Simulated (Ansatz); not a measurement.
Phonon-limited electron mobility of Si (Fd-3m) in cm²/(V·s), r2SCAN, finite-displacement electron-phonon coupling, linearised Boltzmann equation (Ansatz, a first-principles code). Condition of this run: measured lattice constant, not relaxed. Geometry: cell at a tabulated measured lattice constant.

```
Condition           μ
---------  ----------
150 K            7100
200 K            3800
250 K            2290
300 K            1500
350 K            1060
400 K      (withheld)
500 K      (withheld)
600 K             313
```

**Question.** Complete the blanks.

**Answer.** 
- 400 K, μ: 780
- 500 K, μ: 471

**Question.** What exponent p of μ ∝ T^−p fits 200 to 400 K (along x)?

**Answer.** p ≈ 2.3; acoustic deformation-potential scattering alone gives 1.5.

Scattering by harmonic phonons alone: no impurities, screening or carrier-carrier scattering, bands fixed at 0 K. From a coarser fine mesh the values given move by up to 6 %. The mesh was bound by memory.
